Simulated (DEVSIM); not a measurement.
Device: abrupt In0.53Ga0.47As p-n junction, at 400 K.

| layer (left to right) | material | thickness (μm) | Nd (cm⁻³) | Na (cm⁻³) | τn (s) | τp (s) |
|---|---|---|---|---|---|---|
| 1 | In0.53Ga0.47As | 0.150 | - | 9.3e16 | 3.9e-9 | 3.9e-9 |
| 2 | In0.53Ga0.47As | 12.0 | 3.9e16 | - | 3.9e-9 | 3.9e-9 |

Left contact: ohmic. Right contact: ohmic. Voltage is applied to the left contact. Recombination: SRH at mid-gap, Auger. Mobility is μmin + (μ − μmin)/(1 + (N/Nref)^α).

The device is made up for the run: typed textbook-type constants, with dimensions and the other settings drawn at random. Values at 300 K; Nc and Nv go as T^1.5, mobilities as T to minus their exponent, the gap by Varshni's rule with the affinity fixed.

```tsv
parameter	In0.53Ga0.47As
gap (eV)	0.74
affinity (eV)	4.51
permittivity	13.9
Nc (cm⁻³)	2.1e17
Nv (cm⁻³)	7.7e18
μn (cm²/Vs)	12000
μp (cm²/Vs)	300
μn,min	300
μp,min	10
Nref,n	1.3e17
Nref,p	4.9e17
αn	0.48
αp	0.4
T exponent of μn	1.6
T exponent of μp	1.6
Cn (cm⁶/s)	5e-29
Cp (cm⁶/s)	5e-29
Varshni α (eV/K)	0.00035
Varshni β (K)	190
```

Simulated with DEVSIM: 1D drift-diffusion, Boltzmann statistics, complete ionisation; no tunnelling, impact ionisation, image-force lowering or self-heating.

Problem. Tabulate band edges, carrier densities and field at zero bias.

Solution. Energies count from the Fermi level of the right contact; mesh points crowd at the junctions.

```tsv
x (μm)	Ec (eV)	Ev (eV)	n (cm⁻³)	p (cm⁻³)	field (V/cm)
0.000	0.542	-0.167	4.8e10	9.3e16	-52
0.01830	0.542	-0.167	4.8e10	9.3e16	-85
0.04817	0.542	-0.168	4.9e10	9.1e16	-450
0.08652	0.535	-0.174	5.8e10	7.6e16	-4100
0.1300	0.473	-0.236	3.5e11	1.3e16	-31000
0.1499	0.390	-0.320	4.0e12	1.1e15	-54000
0.1685	0.299	-0.410	5.5e13	8.0e13	-44000
0.2259	0.127	-0.582	8.1e15	5.5e11	-17000
0.3099	0.076	-0.634	3.6e16	1.2e11	-1100
0.4785	0.073	-0.636	3.9e16	1.1e11	≈ 0
0.7748	0.073	-0.636	3.9e16	1.1e11	≈ 0
1.650	0.073	-0.636	3.9e16	1.1e11	≈ 0
2.930	0.073	-0.636	3.9e16	1.1e11	≈ 0
5.500	0.073	-0.636	3.9e16	1.1e11	≈ 0
9.156	0.073	-0.636	3.9e16	1.1e11	≈ 0
10.60	0.073	-0.636	3.9e16	1.1e11	≈ 0
11.32	0.073	-0.636	3.9e16	1.1e11	≈ 0
11.73	0.073	-0.636	3.9e16	1.1e11	≈ 0
11.98	0.073	-0.636	3.9e16	1.1e11	≈ 0
12.07	0.073	-0.636	3.9e16	1.1e11	≈ 0
12.12	0.073	-0.636	3.9e16	1.1e11	≈ 0
12.15	0.073	-0.636	3.9e16	1.1e11	≈ 0
```
